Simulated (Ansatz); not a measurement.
Consider TiB2 (space group P6/mmm, No. 191; a = 3.017 Å, c = 3.185 Å). Axes: x lies along a and z along c of the hexagonal cell.

Method: PBEsol/PAW in Ansatz (a program for electronic structure), scalar-relativistic without spin-orbit coupling, earlier PAW set.

For the base:

The volume per atom is 8.37 Å³.

It is then changed as follows: uniaxial stress, 2 GPa compression along z; all other stress components relax to zero.

Problem. What happens to the volume per atom?

Solution. The volume per atom falls by 0.03 Å³, from 8.37 Å³ to 8.34 Å³.

Problem. How does this affect the energy relative to the base?

Solution. The energy stays essentially unchanged.

The mesh was chosen for an insulator and is coarse for the gapless case. Without a gap, meshes like the base's 13×13×10 leave anisotropic stresses uncertain by several tenths of a GPa, and small strain energies with them. Load acts through the strain it causes; cell and atoms are relaxed under it. Beyond what the load breaks, stability against distortions was not tested. All final runs are without spin polarisation.
